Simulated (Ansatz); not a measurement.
**TiAl, response to strain**

Take TiAl (space group P4/mmm, No. 123; relaxed with 0.1 eV smearing) as the base.

```
CELL_PARAMETERS angstrom
      2.76616     0.00000     0.00000
      0.00000     2.76616     0.00000
      0.00000     0.00000     4.00209
ATOMIC_POSITIONS crystal
  Ti 0.00000 0.00000 0.00000
  Al 0.50000 0.50000 0.50000
```

Strains are applied to the cell and any free atomic positions relax.

The values are results of Kohn–Sham DFT with the LDA functional, run in Ansatz (a quantum-chemistry and plane-wave program) with PAW and 420 eV plane waves, no SOC, not measurements.

Notes on the quantities. energy relative to the base: free energy F.

```json
[
 {"isotropic strain (%)": "-2.5", "energy relative to the base (meV/atom)": "36.7"},
 {"isotropic strain (%)": "-2", "energy relative to the base (meV/atom)": "23.1"},
 {"isotropic strain (%)": "-1.5", "energy relative to the base (meV/atom)": "12.8"},
 {"isotropic strain (%)": "0", "energy relative to the base (meV/atom)": "0.0"},
 {"isotropic strain (%)": "0.5", "energy relative to the base (meV/atom)": "1.3"},
 {"isotropic strain (%)": "1", "energy relative to the base (meV/atom)": "5.3"},
 {"isotropic strain (%)": "1.5", "energy relative to the base (meV/atom)": "11.7"},
 {"isotropic strain (%)": "2.5", "energy relative to the base (meV/atom)": "?"},
 {"isotropic strain (%)": "3", "energy relative to the base (meV/atom)": "45.0"}
]
```

Task: Fit ΔE = Aε² + Bε³ (ε in %) to the rows shown and predict the withheld row.

Result: Least squares on the printed values gives A = 5.47 and B = -0.16 meV/atom (largest residual 0.1 meV/atom); this predicts 31.7 meV/atom, and the run gives 31.7 meV/atom, in agreement.

Stability against distortions was not tested. All final runs are without spin polarisation.
